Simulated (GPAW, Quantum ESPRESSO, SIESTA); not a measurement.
**One structure in several programs: RbRuF6 (R-3m, 8 atoms in the cell)**

Self-consistent single point.

```
CELL_PARAMETERS angstrom
      3.78830     2.18717     2.48184
     -3.78830     2.18717     2.48184
      0.00000    -4.37435     2.48184
ATOMIC_POSITIONS crystal
  Rb 0.50000 0.50000 0.50000
  Ru 0.00000 0.00000 0.00000
  F  0.25993 0.25993 0.91880
  F  0.74008 0.74008 0.08120
  F  0.91880 0.25993 0.25993
  F  0.08120 0.74008 0.74008
  F  0.25993 0.91880 0.25993
  F  0.74008 0.08120 0.74008
```
Moments meant for the start (each program seeds them in its own way; μB, in the order of the atoms Rb Ru F F F F F F): 0.0 2.0 0.0 0.0 0.0 0.0 0.0 0.0.

Shared settings, as Quantum ESPRESSO writes them: occupations = smearing; smearing = fd; degauss = 0.0036749 Ry; nspin = 2; K_POINTS = automatic 3 3 3 0 0 0. Potentials and cutoffs stand in the table.

```csv
code,model,pressure (GPa),largest force (eV/Å),gap on the mesh (eV),size of the net moment (μB/atom),cutoff
GPAW,"LDA (Perdew-Wang 92)+U, GPAW PAW datasets LDA (gpaw-data 1.0.1)",–,0.180,2.575,0.38,950 eV
Quantum ESPRESSO,"LDA (PZ)+U, GBRV 1.5 ultrasoft (LDA) pseudopotentials",-0.02,0.373,1.989,0.38,40 Ry
SIESTA,"LDA PW92+U, numerical atomic orbitals DZP, PseudoDojo LDA standard norm-conserving potentials (rewritten from UPF to PSML)",-0.06,0.791,1.851,0.38,grid 350 Ry
```

Hubbard term: ortho-atomic; U Ru-4d 3 eV.

A dash marks a value that a program does not give, or that is left out as unsure.

Gaps are read on the mesh.

On GPAW's run: with one magnetic atom in the cell only a parallel order is possible. With U or open f shells several self-consistent states can exist.

The spread over the programs that give each value: pressure within 0.04 GPa; largest force within 0.611 eV/Å; gap on the mesh within 0.724 eV; size of the net moment within 0.00 μB/atom.

SIESTA uses small atom-centred bases, whose incompleteness enters pressures, forces and empty levels differently from a plane-wave cutoff. The pressure of GPAW is left out: its cutoff lies under the one at which its stress was checked. The same LDA comes in different parametrisations, which differ slightly. The same U acts on different projectors in each program, which moves gaps, moments and pressures.

The starting cell comes from a database of computed structures (which also holds hypothetical and non-ambient phases and stackings), without a prior relaxation at this level. Its lattice was rescaled by a random factor within 2.5 % of one.

Left out of this page: Ansatz (with a known weakness of the program).
